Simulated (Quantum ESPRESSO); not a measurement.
Input and output of a self-consistent single point for BaHfO3 (Pm-3m, 5 atoms in the cell) (Quantum ESPRESSO).

Computed with PBE, GBRV 1.5 ultrasoft (PBE) pseudopotentials (plane waves; Quantum ESPRESSO).

The change in words: lattice scaled by 0.98. Reference geometry:
```
BaHfO3
1.0
    4.17000     0.00000     0.00000
    0.00000     4.17000     0.00000
    0.00000     0.00000     4.17000
Ba Hf O
1 1 3
Cartesian
  0.00000   0.00000   0.00000
  2.08500   2.08500   2.08500
  2.08500   0.00000   2.08500
  0.00000   2.08500   2.08500
  2.08500   2.08500   0.00000
```

Reference input (self-consistent single point, DFT, PBE, plane waves, GBRV 1.5 ultrasoft (PBE) pseudopotentials): ecutwfc = 40 Ry; ecutrho = 320 Ry; occupations = smearing; smearing = fermi-dirac; degauss = 0.000734986 Ry; potentials = {Ba: ba_pbe_v1.uspp.F.UPF, Hf: hf_pbe_v1.uspp.F.UPF, O: o_pbe_v1.2.uspp.F.UPF}; K_POINTS = automatic 8 8 8 0 0 0; conv_thr = 1e-11 Ry; mixing_beta = 0.4. This run's input differs from it in these lines:

```diff
@@ -10,3 +10,3 @@
  ibrav = 1
- celldm(1) = 7.880157940
+ celldm(1) = 7.722554781
  nat = 5
@@ -29,6 +29,6 @@
 Ba    0.000000000    0.000000000    0.000000000
-Hf    3.940078970    3.940078970    3.940078970
-O     3.940078970    0.000000000    3.940078970
-O     0.000000000    3.940078970    3.940078970
-O     3.940078970    3.940078970    0.000000000
+Hf    3.861277390    3.861277390    3.861277390
+O     3.861277390    0.000000000    3.861277390
+O     0.000000000    3.861277390    3.861277390
+O     3.861277390    3.861277390    0.000000000
 K_POINTS automatic
```

The program printed (abridged):

```
     Self-consistent Calculation

     iteration #  1     ecut=    40.00 Ry     beta= 0.40

     negative rho (up, down):  2.027E-01 0.000E+00

     total energy              =    -326.70645075 Ry
     estimated scf accuracy    <       1.13749987 Ry

     iteration #  2     ecut=    40.00 Ry     beta= 0.40

     negative rho (up, down):  2.001E-01 0.000E+00

     total energy              =    -326.90664404 Ry
     estimated scf accuracy    <       0.14023191 Ry

     iteration #  3     ecut=    40.00 Ry     beta= 0.40

     negative rho (up, down):  1.988E-01 0.000E+00

     total energy              =    -326.91364213 Ry
     estimated scf accuracy    <       0.02442945 Ry

   [... 11 blocks of this kind left out ...]

     iteration # 15     ecut=    40.00 Ry     beta= 0.40

     negative rho (up, down):  1.994E-01 0.000E+00

     total energy              =    -326.91707049 Ry
     estimated scf accuracy    <          1.1E-11 Ry

     iteration # 16     ecut=    40.00 Ry     beta= 0.40

     negative rho (up, down):  1.994E-01 0.000E+00
     End of self-consistent calculation

     the Fermi energy is    13.0781 ev

!    total energy              =    -326.91707049 Ry
     estimated scf accuracy    <          4.3E-13 Ry
     smearing contrib. (-TS)   =       0.00000000 Ry
     internal energy E=F+TS    =    -326.91707049 Ry

     convergence has been achieved in  16 iterations

     negative rho (up, down):  1.994E-01 0.000E+00

     Forces acting on atoms (cartesian axes, Ry/au):

     atom    1 type  1   force =     0.00000000    0.00000000    0.00000000
   [... zero for the other atoms too ...]

     Total force =     0.000000     Total SCF correction =     0.000000

     negative rho (up, down):  1.994E-01 0.000E+00
          total   stress  (Ry/bohr**3)                   (kbar)     P=      160.81
   0.00109316   0.00000000   0.00000000          160.81        0.00        0.00
   0.00000000   0.00109316   0.00000000            0.00      160.81        0.00
   0.00000000   0.00000000   0.00109316            0.00        0.00      160.81

   JOB DONE.
```

The run converged in 16 iterations. Against the reference run the free energy rises by 53.2 meV/atom, the pressure goes from 3.91 to 16.08 GPa and the gap on the mesh goes from 3.668 to 3.787 eV.

The starting cell has typed, rounded lattice constants, without a prior relaxation at this level. For this run, on top of that: lattice scaled by 0.98. Spin-orbit coupling is off. With a pressure of about 16 GPa the cell is away from its equilibrium volume at this level.

Cost on one core of a shared machine: roughly 60 s.
